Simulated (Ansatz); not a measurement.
The reference is ZnS in the zinc blende structure (space group F-43m, No. 216; a = 5.443 Å).

Calculations: PBE (Ansatz, a quantum-chemistry and plane-wave program), without spin-orbit coupling.

Base values:

- Shortest interatomic distance = 4.454 bohr
- Density = 4.01 g/cm³

One thing is altered: cell and atoms relaxed at a pressure of 2.1 GPa.

Task: How does this affect the mean gap deformation potential ΔEg/Δln V, shortest interatomic distance and density?

Result: The mean gap deformation potential ΔEg/Δln V amounts to -4.3 eV; the shortest interatomic distance drops by 0.042 bohr, from 4.454 bohr to 4.412 bohr; the density goes up by 0.12 g/cm³ (4.01 g/cm³ → 4.13 g/cm³).

Load acts through the strain it causes; cell and atoms are relaxed under it. Whether these cells are dynamically stable was not tested. Tetrahedral semiconductors of this kind turn to denser phases somewhere between about 1 and 50 GPa; those were not computed, so compressed cells here can lie past the real transition.
